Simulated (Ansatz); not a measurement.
# How the elastic constant C11 of CsCl-type TiCo moves with the method

No measured value is used here.

```
level (code)           value (GPa)  cell (Å³/atom)
---------------------  -----------  --------------
LDA (Ansatz)                   253           12.21
BLYP (Ansatz)                  199           13.55
PBE (Ansatz)                     ?           13.12
PBEsol (Ansatz)                236           12.62
revPBE (Ansatz)                  ?           13.36
RPBE (Ansatz)                  202           13.45
PBE-D3(BJ) (Ansatz)              ?           12.63
r²SCAN (Ansatz)                221           12.85
r²SCAN+rVV10 (Ansatz)          225           12.74
```

Problem. Complete the blanks.

Solution. 
- PBE (Ansatz, a program for electronic structure), value (GPa): 216
- revPBE (Ansatz), value (GPa): 205
- PBE-D3(BJ) (Ansatz), value (GPa): 233

The crystal itself was run without spin with LDA, BLYP, PBE, PBEsol, revPBE, RPBE, PBE-D3(BJ), r²SCAN, r²SCAN+rVV10; a magnetic state was not tried in these runs. PBE-D3(BJ): the dispersion coefficients are held fixed in the derivatives. Each level is taken at its own relaxed cell. Cutoffs differ between the levels. Ansatz's density-functional and Hartree–Fock values are scalar-relativistic unless marked +SOC, with PAW data made under PBE.
